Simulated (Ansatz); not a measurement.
The (10-10) face of 2H silicon carbide (a metastable polymorph) can be cut between different planes. Symmetric, stoichiometric slabs relaxed in the 1x1 cell (15.7 Å²): top plane C + Si, 0.89 Å over the next in the ideal cut; top plane C + Si, 1.79 Å over the next in the ideal cut.

Calculation: PBE (plane waves to 420 eV, PAW; Ansatz, a quantum-chemistry and plane-wave program).

Question: Rank these by surface energy (lowest first), as PBE gives it.

Answer: the cut with an outer spacing of 0.89 Å (2.34 J/m²), the cut with an outer spacing of 1.79 Å (5.44 J/m²)
